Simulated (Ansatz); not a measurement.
**A computed series for Cs3Bi: response to strain**

Start from Cs3Bi (space group Fm-3m, No. 225; a model cell, its experimental status unchecked).

```
Cs3Bi
1.0
    0.00000     4.68385     4.68385
    4.68385     0.00000     4.68385
    4.68385     4.68385     0.00000
Bi Cs
1 3
Cartesian
  0.00000   0.00000   0.00000
  4.68385   4.68385   4.68385
  2.34192   2.34192   2.34192
  7.02577   7.02577   7.02577
```

Cartesian axes are those of the cell as printed.

Strains are applied to the cell and any free atomic positions relax; under biaxial strain the out-of-plane vector relaxes too; under stress the whole cell relaxes.

Calculations: r2SCAN in Ansatz (plane waves to 500 eV, PAW, no spin-orbit coupling).

| case | space group | electron mass | gap character | shortest interatomic distance |
|---|---|---|---|---|
| base | Fm-3m (No. 225) | 0.16 mₑ (at Γ) | indirect, X → Γ | 4.056 Å |
| biaxial strain +0.16 %, plane normal [001], relaxed out of plane | I4/mmm (No. 139) | 0.16 mₑ (at Γ) | indirect, X → Γ | 4.058 Å |
| biaxial strain +2.60 %, plane normal [001], relaxed out of plane | I4/mmm (No. 139) | 0.18 mₑ out of plane, 0.15 mₑ in plane (at Γ) | indirect, X → Γ | 4.079 Å |
| isotropic strain −4.56 % | Fm-3m (No. 225) | 0.24, 1.1 mₑ (at Γ) | indirect, X → Γ | 3.871 Å |
| isotropic strain −2.88 % | Fm-3m (No. 225) | 0.17 mₑ (at Γ) | indirect, X → Γ | 3.940 Å |
| isotropic strain −1.85 % | Fm-3m (No. 225) | 0.17 mₑ (at Γ) | indirect, X → Γ | 3.981 Å |
| uniaxial strain ε_xx = −0.60 % | I4/mmm (No. 139) | 0.16 mₑ (at Γ) | indirect, X → Γ | 4.048 Å |
| uniaxial strain ε_xx = +3.22 % | I4/mmm (No. 139) | 0.14 mₑ along x, 0.16 mₑ across (at Γ) | indirect, M → Γ | 4.100 Å |
| tensor shear ε_xy = +3.28 % | Immm (No. 71) | – | indirect, X → Γ | 3.960 Å |
| uniaxial stress, 1 GPa tension along z | I4/mmm (No. 139) | 0.12 mₑ along z, 0.20 mₑ across (at Γ) | indirect, M → Γ | 4.156 Å |

Spin-orbit coupling, missing from the scalar runs, can matter with Bi. Effective masses come from finite differences of ±0.01 Å⁻¹. Stability under load was not tested beyond the relaxation. Under uniaxial stress, 1 GPa tension along z the cell changed shape so far that it is another structure. Labels are those of the standard path for the cell's own space group.

Ansatz is a quantum-chemistry and plane-wave program.
